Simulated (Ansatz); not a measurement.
# Effect of biaxial strain +1.50 %, plane normal [001], relaxed out of plane on PbSe

Base system: PbSe in the rock salt structure (space group Fm-3m, No. 225; a = 6.178 Å). Axes: x, y, z lie along the cube axes.

It is then changed as follows: tensile biaxial strain of 1.50 % in the plane normal to [001], as in epitaxy on a mismatched substrate; the out-of-plane cell vector and the atoms relax.

Calculations: Ansatz (an electronic-structure program) r2SCAN, no SOC. k-mesh 9×9×9 (Γ-centred); smearing 0.05 eV (Fermi–Dirac).

```json
[
 {"quantity": "volume per atom", "base": "29.48 Å³", "changed": "30.27 Å³", "shift": "+0.796 Å³"},
 {"quantity": "space group", "base": "Fm-3m (No. 225)", "changed": "I4/mmm (No. 139)", "shift": "–"},
 {"quantity": "shortest interatomic distance", "base": "3.089 Å", "changed": "3.079 Å", "shift": "-0.010 Å"},
 {"quantity": "energy relative to the base (free energy F)", "base": "0 meV/atom", "changed": "+5.4 meV/atom", "shift": "+5.4 meV/atom"},
 {"quantity": "pressure (mean of the normal stresses, compression positive)", "base": "-0.01 GPa", "changed": "-1.25 GPa", "shift": "-1.247 GPa"},
 {"quantity": "band gap", "base": "0.67 eV", "changed": "0.74 eV", "shift": "+0.07 eV"},
 {"quantity": "gap character", "base": "–", "changed": "direct at N", "shift": "–"},
 {"quantity": "out-of-plane strain", "base": "–", "changed": "-0.31 %", "shift": "–"},
 {"quantity": "ratio −ε⊥/ε∥", "base": "–", "changed": "0.21", "shift": "–"},
 {"quantity": "mean in-plane stress (compression positive)", "base": "–", "changed": "-1.9 GPa", "shift": "–"}
]
```

Spin-orbit coupling, missing from the scalar runs, can matter with Pb. Stability against distortions was not tested. Labels are those of the standard path for the cell's own space group.
